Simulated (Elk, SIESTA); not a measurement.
A SIESTA input for a self-consistent single point of Sn (I4_1/amd, 2 atoms in the cell) (DFT, GGA PBEsol, numerical atomic orbitals DZP, PseudoDojo PBEsol standard norm-conserving potentials (rewritten from UPF to PSML)):

```
# files in the folder: Sn.psml (PseudoDojo PBEsol standard)
SystemName  Sn
SystemLabel siesta

NumberOfAtoms                2
NumberOfSpecies              1
%block ChemicalSpeciesLabel
  1 50 Sn
%endblock ChemicalSpeciesLabel
LatticeConstant              1.0 Ang
%block LatticeVectors
    -2.915000000    2.915000000    1.590000000
     2.915000000   -2.915000000    1.590000000
     2.915000000    2.915000000   -1.590000000
%endblock LatticeVectors
AtomicCoordinatesFormat      ScaledCartesian
%block AtomicCoordinatesAndAtomicSpecies
     2.915000000    0.000000000    0.795000000  1
     0.000000000    0.000000000    0.000000000  1
%endblock AtomicCoordinatesAndAtomicSpecies

XC.functional                GGA
XC.authors                   PBEsol
PAO.BasisSize                DZP
PAO.EnergyShift              0.01 Ry
MeshCutoff                   350 Ry
%block kgrid.MonkhorstPack
    8   0   0  0.0
    0   8   0  0.0
    0   0   8  0.0
%endblock kgrid.MonkhorstPack
OccupationFunction           MP
OccupationMPOrder            0
ElectronicTemperature        100.0 meV

MaxSCFIterations             150
SCF.Mixer.Method             Broyden
SCF.Mixer.Weight             0.25
SCF.Mixer.History            8
SCF.DM.Tolerance             1.0E-04
Diag.ParallelOverK           true
WriteForces                  true
```

**Question.** Write the same calculation as an input for Elk.

**Answer.** This is the input that was run; spellings and numerical settings could be chosen otherwise.

```
tasks
  0

xctype
  22

rgkmax
  8.0

gmaxvr
  16.0

nxlo
  2

lorbcnd
  .true.

lmaxi
  2

stype
  0

swidth
  0.00367493

avec
   -5.5085516533    5.5085516533    3.0046645382
    5.5085516533   -5.5085516533    3.0046645382
    5.5085516533    5.5085516533   -3.0046645382

atoms
  1   : nspecies
  'Sn.in'   : spfname
  2   : natoms; atposl, bfcmt below
  0.2500000000  0.7500000000  0.5000000000    0.0 0.0 0.0
  0.0000000000  0.0000000000  0.0000000000    0.0 0.0 0.0

ngridk
  8 8 8
```

Basis, cutoffs, solver keys and any potentials are the target program's own. This input uses DFT, PBEsol, all-electron FP-LAPW, Elk's shipped species files, APW+lo basis with extra local orbitals.

The starting cell has typed, rounded lattice constants, without a prior relaxation at this level.
